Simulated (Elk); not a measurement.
Elk run on Fe (Im-3m, 1 atom in the cell): self-consistent single point.

Computed with LDA (PW92), all-electron FP-LAPW, Elk's shipped species files, APW+lo basis with extra local orbitals in Elk.

```yaml
crystal:
  lattice:
    - [-1.41320, 1.41320, 1.41320]
    - [1.41320, -1.41320, 1.41320]
    - [1.41320, 1.41320, -1.41320]
  atoms:
    - { symbol: Fe, position: [0.00000, 0.00000, 0.00000], spin: 4.0 }
```
(The spins are starting values, not results.)

Reference input (self-consistent single point, DFT, PBE, all-electron FP-LAPW, Elk's shipped species files, APW+lo basis with extra local orbitals): xctype = 20; spinpol = true; rgkmax = 7.5; swidth = 0.00367493 Ha; ngridk = 16 16 16; reducebf = 0.7; gmaxvr = 16 1/bohr; nxlo = 2; lorbcnd = true; rmtscf = 0.9; lmaxi = 2; maxscl = 100. This run's input differs from it in these lines:

```diff
@@ -2,5 +2,2 @@
   0
-
-xctype
-  20
```

The program printed (abridged):

```
│ Self-consistent loop started │
│ Loop number : 1 │
 total energy                :     -1269.98209516
 total moment                :    2.352131782
│ Loop number : 2 │
 total energy                :     -1270.08211024
 total moment                :    2.353584951
RMS change in Kohn-Sham potential (target) :   0.2936304346     (  0.1000000000E-05)
Absolute change in total energy (target)   :   0.1000150775     (  0.1000000000E-03)
│ Loop number : 3 │
 total energy                :     -1270.03838579
 total moment                :    2.333657868
RMS change in Kohn-Sham potential (target) :   0.2898270031     (  0.1000000000E-05)
   [... lines left out ...]
│ Loop number : 20 │
 total energy                :     -1270.58071146
 total moment                :    2.094622239
RMS change in Kohn-Sham potential (target) :   0.1277864682E-05 (  0.1000000000E-05)
Absolute change in total energy (target)   :   0.1491164533E-03 (  0.1000000000E-03)
│ Loop number : 21 │
 total energy                :     -1270.58066902
 total moment                :    2.094560161
RMS change in Kohn-Sham potential (target) :   0.6610748749E-06 (  0.1000000000E-05)
Absolute change in total energy (target)   :   0.7972237063E-04 (  0.1000000000E-03)
Convergence targets achieved

│ Loop number : 22 │

Energies :
 Fermi                       :     0.350310330285
 xc effective B-field        :    -0.837990642177E-01
 external B-field            :      0.00000000000
 total energy                :     -1270.58067800
 (external B-field energy excluded from total)

Density of states at Fermi energy :    29.31233656
 (states/Hartree/unit cell)

Estimated indirect band gap :   0.2473930835E-03
 from k-point    125 to k-point    130
Estimated direct band gap   :   0.2168464456E-02
 at k-point    144

Charges :
 core                        :    10.00000000
 valence                     :    16.00000000
 interstitial                :    1.435325179
 muffin-tins (core leakage)
  species :    1 (Fe)
   atom    1                 :    24.56467482     (  0.1071498446E-10)
 total in muffin-tins        :    24.56467482
 total calculated charge     :    26.00110449
 total charge                :    26.00000000
 error                       :   0.1104487124E-02

Moments :
 interstitial                :   0.1469993444E-01
 muffin-tins
  species :    1 (Fe)
   atom    1                 :    2.079923648
 total in muffin-tins        :    2.079923648
 total moment                :    2.094623583

│ Self-consistent loop stopped │
```

The run converged in 22 iterations. The count includes the last loop, which Elk runs after its targets are met. Against the reference run the size of the net moment hardly changes (2.12 to 2.09 μB/atom).

The starting cell comes from a database of computed structures (which also holds hypothetical and non-ambient phases and stackings), without a prior relaxation at this level. Its lattice was rescaled by a random factor within 2.5 % of one. With one magnetic atom in the cell only a parallel order is possible. Values depend on the basis (sphere radii, cutoffs, local orbitals), which need not be converged. The log's line on a gap gives a spacing of levels on this mesh, which the program prints for metals too.
